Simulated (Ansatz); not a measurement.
Bond-angle distributions (per cent of the angles at each element, bins of 10°) of a relaxed model of amorphous Zr20O41Mg at 5.24 g/cm³. The numbers are results of PBE, scalar-relativistic without spin-orbit coupling (plane waves to 420 eV, PAW; Ansatz, a quantum-chemistry and plane-wave program), not measurements.

The cell was made by melting and quenching with the CHGNet potential and then relaxed with DFT. O atoms were pushed apart under 1.9 Å during the dynamics, to hinder bonds among them. The hot cell started wider than the set density and was brought back towards it in steps. It is the lowest in DFT energy of 2 quenches. It is a model cell: composition and starting density were chosen by hand, and all elements were melted together. No dispersion term was used. Its density started from a set value of 5.24 and ended at 5.24 g/cm³. The quench (nominally 380 K/ps over its main leg) was far faster than any real one, so the model tends to hold more defects than a real film. A cell of this size samples the disorder only roughly. The volume was held where the preparation left it and the shape relaxed, at a PBE pressure of -1.5 GPa (tension). Stress components on the final sampling reach 1.6 GPa.

Bonds are counted up to Zr-Zr 3.41 Å, Zr-O 2.82 Å, Zr-Mg 3.30 Å, O-O 1.58 Å, O-Mg 2.48 Å, Mg-Mg 3.19 Å. Two cations that share two anions don't count as bonded, nor two that share one unless they lie closer than Zr-Zr 3.32 Å, Zr-Mg 3.21 Å, Mg-Mg 3.10 Å.

```
angle (°)  at Zr  at O
---------  -----  ----
50-60          0     0
60-70          5     0
70-80         27     0
80-90         14     3
90-100        12    22
100-110        7    22
110-120        7    18
120-130        7    14
130-140        6    11
140-150        7     7
150-160        6     3
160-170        2     0
170-180        1     0
```

They go with these counts of neighbours within the cut-offs, cation contacts included: Zr mean 6.3, most often 6; O mean 3.2, most often 3.
